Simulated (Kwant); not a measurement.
Device: In0.53Ga0.47As/In0.52Al0.48As stack with 3 barriers. One parabolic valley. Leads of mass 0.041 mₑ with the band edge at 0; grid 0.1 nm; bias swept from 0.0208 to 0.43967 V, dropping linearly over the stack. Emitter Fermi level 0.063 eV, 77 K, equal in the collector.

| layer | thickness (nm) | band offset (eV) | mass (mₑ) |
|---|---|---|---|
| 1 | 1.3 | 0.52 | 0.075 |
| 2 | 3 | 0 | 0.041 |
| 3 | 1.3 | 0.52 | 0.075 |
| 4 | 3 | 0 | 0.041 |
| 5 | 1.3 | 0.52 | 0.075 |

The device is made up for the run: typed textbook-type constants, with dimensions and the other settings drawn at random.

Computed with Kwant: one-band effective-mass tight-binding model in one dimension, coherent, no space charge, current by the Tsu-Esaki formula.

Sweep values stay those of the base run.

Base results: first peak current (A/cm²) 126000; bias of the first current peak (V) 0.256; J (A/cm²) at bias = 0.4397 V 45300; J (A/cm²) at bias = 0.3350 V 48200.

Q: What follows from this one change: thickness of the first barrier 1.3 → 1.6 nm?

A: first peak current 126000 → 74900 A/cm²; bias of the first current peak little changed (0.256 V); J at bias = 0.4397 V 45300 → 32200 A/cm²; J at bias = 0.3350 V 48200 → 28100 A/cm².

Q: What follows from this one change: mass in the first barrier 0.075 → 0.06 mₑ?

A: first peak current 126000 → 142000 A/cm²; bias of the first current peak little changed (0.256 V); J at bias = 0.4397 V 45300 → 48200 A/cm²; J at bias = 0.3350 V 48200 → 54300 A/cm².

Q: What follows from this one change: temperature 77 → 4 K?

A: first peak current 126000 → 121000 A/cm²; bias of the first current peak little changed (0.256 V); J at bias = 0.4397 V 45300 → 38400 A/cm²; J at bias = 0.3350 V 48200 → 44800 A/cm².

Q: What follows from this one change: width of the first well 3 → 1.8 nm?

A: first peak current 126000 → 88500 A/cm²; bias of the first current peak 0.256 → 0.283 V; J at bias = 0.4397 V 45300 → 17200 A/cm²; J at bias = 0.3350 V 48200 → 46300 A/cm².
